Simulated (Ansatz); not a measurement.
Consider Se (space group P3_121, No. 152; a = 4.506 Å, c = 4.991 Å; made of chains). Axes: x lies along a and z along c of the hexagonal cell.

Level of theory: plane-wave PAW DFT at the r2SCAN level (Ansatz, a quantum-chemistry and plane-wave program, 500 eV), scalar-relativistic without spin-orbit coupling.

Base values:

| Property | Result |
|---|---|
| Band gap | 1.33 eV |
| Gap character | indirect, L → H |

One thing is altered: uniaxial stress, 2 GPa tension along z, with the cell and atoms free to relax against it.

Q: How does this affect the band gap?

A: The band gap drops by 0.384 eV to 0.94 eV.

Q: What happens to the energy relative to the base?

A: The energy grows by 5.8 meV/atom.

Q: What does the calculation give for the gap character after the change?

A: The gap character changes from indirect, L → H to indirect, L–H (40 % along) → H.

Load acts through the strain it causes; cell and atoms are relaxed under it. Beyond what the load breaks, stability against distortions was not tested. No dispersion term is included, though the crystal is made of layers, chains or molecules, so its spacings can come out too wide.
